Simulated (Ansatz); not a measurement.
Reference: SnS₂ (P-3m1), PBEsol+D3BJ with spin-orbit coupling, rigid bands (plane waves, PAW; Ansatz, a program for electronic structure); axes and stresses refer to this cell.

```xyz
3
Lattice="3.6260 0.0000 0.0000 -1.8130 3.1402 0.0000 0.0000 0.0000 5.5735" Properties=species:S:1:pos:R:3 pbc="T T T"
Sn     0.0000     0.0000     0.0000
S      0.0000     2.0935     1.4738
S      1.8130     1.0467     4.0996
```

- hole conductivity mass = 0.65 mₑ
- hole mass along x = 2.6 mₑ
- electron conductivity mass = 0.34 mₑ

**Question.** Change: biaxial stress xx = yy = -1 GPa (compression positive). What happens to hole conductivity mass, hole mass along x, electron conductivity mass?

**Answer.** hole conductivity mass falls to 0.61 mₑ; hole mass along x moves little, to 2.6 mₑ; electron conductivity mass moves little, to 0.34 mₑ.

**Question.** Change: biaxial stress xx = yy = -2 GPa (compression positive). What happens to hole conductivity mass, hole mass along x, electron conductivity mass?

**Answer.** hole conductivity mass decreases to 0.57 mₑ; hole mass along x moves little, to 2.6 mₑ; electron conductivity mass moves little, to 0.34 mₑ.

Masses are for dilute carriers at 300 K, harmonic means over directions unless an axis is named. Stresses and pressures are the targets of the relaxation.  The structure type is held under load, also where the real crystal would transform.

PBEsol with a dispersion correction tends to overbind, so the cell can be several per cent short, in bad cases over ten, which usually narrows a gap: SnS2 (P-3m1).
